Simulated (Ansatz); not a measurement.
A periodic model of amorphous Ti$_{20}$O$_{39}$Cl$_{2}$:

```xyz
61
Lattice="9.1865 -0.2950 -0.0803 -0.2950 9.4557 -0.3795 -0.0803 -0.3795 8.9547" Properties=species:S:1:pos:R:3 pbc="T T T"
Ti     2.2992     0.1205     8.8000
Ti     5.2712     4.8776     4.1154
Ti     6.4775     8.8788     3.0527
Ti     8.9619     2.2999     3.0797
Ti     3.2388     2.4864     3.0137
Ti     8.6827     5.9868     5.5595
Ti     0.6127     2.9110     6.4252
Ti     2.0835     5.7888     2.9842
Ti     4.0793     3.0633     6.3099
Ti     7.9452     5.7033     2.7705
Ti     1.4417     0.1457     5.5038
Ti     7.8861    -0.2983     6.9682
Ti     2.4868     3.8695     0.4298
Ti     5.4489     4.2456     0.7178
Ti     5.1436     0.4341     0.7596
Ti     7.5766     2.1973    -0.0782
Ti     8.7316     4.7919     8.3406
Ti     3.1497     8.9802     2.6949
Ti     5.8097     5.9579     7.2541
Ti     4.4599     9.0047     5.7689
O      6.1488     5.0097     2.3696
O      2.2728     5.5130     1.2041
O      4.6363     8.6096     3.7581
O      8.7585     2.1281     1.2034
O      1.6306     0.9847     7.1121
O      5.8499     2.3133     0.6579
O      4.4550     1.1981     2.4240
O      7.1710     3.7048     8.5506
O      0.8020     3.6220     8.3526
O      2.3682     1.9927     0.8544
O      4.7816     1.4338     6.1670
O      4.0259    -0.0285     8.0530
O      2.3419     3.3480     5.9284
O      5.2911     5.9201    -0.0686
O      2.6817     8.6655     5.3066
O      8.7798     5.6250     1.1184
O      7.0434     5.8087     4.7257
O      0.3570     1.7916     4.9597
O      2.3579     0.8844     3.7714
O      8.2978     1.4918     7.1592
O     -0.2234     8.3738     5.6340
O      8.0532     3.7051     3.3662
O      5.0208     7.3907     6.6070
O      7.6051     0.9384     3.2532
O      7.6808     6.1665     7.3503
O      3.7632     5.7635     3.8562
O      5.7166     8.6576     1.3132
O      6.7398    -0.0080     8.3787
O      5.2587     4.5732     6.1143
O      1.6380     3.5381     2.9707
O      0.3949     5.9859     4.0214
O      1.9931     7.5676     2.8344
O      4.4741     3.2042     4.2554
O      7.6319     7.4755     2.8379
O      3.8291     3.4452     8.1972
O      6.7699    -0.3587     5.5897
O      3.0162     8.9366     0.7928
O      8.8140     4.1498     6.1564
O      3.9925     3.7775     1.7684
Cl     1.4598     6.3864     7.2481
Cl    -0.0198     9.0623    -0.1019
```

All values below come from PBE, scalar-relativistic without spin-orbit coupling (plane waves to 420 eV, PAW; Ansatz, a quantum-chemistry and plane-wave program).

Preparation: random packing, a CHGNet melt and quench, and a DFT relaxation. Anions were pushed apart under 1.9 Å during the dynamics, to hinder bonds among them. The hot cell started wider than the set density and was brought back towards it in steps. It is the lowest in DFT energy of 2 quenches. It is a model cell: composition and starting density were chosen by hand, and all elements were melted together. No dispersion term was used. Its density started from a set value of 3.54 and ended at 3.54 g/cm³. Cooling (nominally 300 K/ps over its main leg) ran many orders faster than in experiment, which tends to leave more defects and strain. One small periodic cell is one sample of the glass; other quenches scatter about these values. The volume was held where the preparation left it and the shape relaxed, at a PBE pressure of 2.7 GPa. Stress components on the final sampling reach 2.7 GPa. On a 2×2×2 Γ-centred mesh force components of up to 0.12 eV/Å stay, since the relaxation ran on the zone centre alone.

Cut-offs for bonds: Ti-Ti 3.12 Å, Ti-O 2.48 Å, Ti-Cl 2.88 Å, O-O 1.58 Å, O-Cl 2.02 Å, Cl-Cl 2.45 Å. Two cations that share two anions don't count as bonded, nor two that share one unless they lie closer than Ti-Ti 3.04 Å.

Task: Give the coordination numbers, mean bond lengths and angles.

Result: 
```json
{
 "Mean coordination of Ti by anions": "5.35 (1 with 4, 11 with 5, 8 with 6)",
 "Mean coordination of O": "2.64 (14 with 2, 25 with 3)",
 "Mean coordination of Cl": "2.00 (2 with 2)",
 "Mean Ti-O bond": "1.945 Å (spread 0.132 Å, 103 counted)",
 "Mean Ti-Cl bond": "2.554 Å (spread 0.154 Å, 4 counted)",
 "Bond angle at Ti": "mean 105.1°, spread 27.3°",
 "Bond angle at O": "mean 121.4°, spread 20.1°"
}
```

Task: List the pairs of like atoms that count as bonded by the rules above.

Result: There are none by these rules.
